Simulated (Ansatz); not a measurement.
CaO (Fm-3m), Ansatz (a program for electronic structure) with r2SCAN, rigid bands: N_v = 1.59e20 cm⁻³ at 300 K and a hole conductivity mass of 1.40 mₑ.

Question: For 1e17 holes per cm³ at 300 K, place the Fermi level, estimate the Seebeck coefficient of a parabolic band with constant τ, and give mobility and conductivity for τ = 10 fs.

Answer: The level lies k_BT ln(N_v/p) = 0.191 eV above the valence-band maximum. S ≈ +(k_B/e)[ln(N_v/p) + 5/2] = 851 μV/K, against 850 μV/K from the full bands (mean over directions). μ = eτ/m = 12.6 cm²/(V·s) and σ = peμ = 0.201 S/cm. τ is assumed, not computed.

Band transport and this doping are assumed; polarons and phonon drag are left out. Spin-orbit coupling is left out; where it splits the top of the valence band, N_v and the p-type Seebeck coefficient come out somewhat high without it. Geometry: cell and atoms relaxed with PBEsol.
